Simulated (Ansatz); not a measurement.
# InSb, response to strain

Base system: InSb in the zinc blende structure (space group F-43m, No. 216; a = 6.556 Å). Axes: x, y, z lie along the cube axes.

Strains are applied to the cell and any free atomic positions relax; under biaxial strain the out-of-plane vector relaxes too; under stress the whole cell relaxes.

Method: r2SCAN (Ansatz, a program for electronic structure), spin-orbit coupling left out.

Notes on the quantities. pressure: mean of the normal stresses, compression positive; energy relative to the base: free energy F.

| change | pressure | energy relative to the base | volume per atom |
|---|---|---|---|
| base | 0.0 GPa | 0 meV/atom | 35.22 Å³ |
| biaxial strain +0.57 %, plane normal [001], relaxed out of plane | -0.2 GPa | +0.4 meV/atom | 35.41 Å³ |
| biaxial strain −1.22 %, plane normal [111], relaxed out of plane | [?] | [?] | [?] |
| biaxial strain +1.04 %, plane normal [111], relaxed out of plane | -0.6 GPa | +2.1 meV/atom | 35.75 Å³ |
| uniaxial stress, 1 GPa compression along x | – | +2.9 meV/atom | 34.95 Å³ |
| tensor shear ε_xz = +1.18 % | 0.0 GPa | +1.8 meV/atom | 35.22 Å³ |

Task: What belongs in the blanks?

Result: 
- biaxial strain −1.22 %, plane normal [111], relaxed out of plane, pressure: 0.8 GPa
- biaxial strain −1.22 %, plane normal [111], relaxed out of plane, energy relative to the base: +3.1 meV/atom
- biaxial strain −1.22 %, plane normal [111], relaxed out of plane, volume per atom: 34.62 Å³

Beyond what the load breaks, stability against distortions was not tested. All final runs are without spin polarisation.
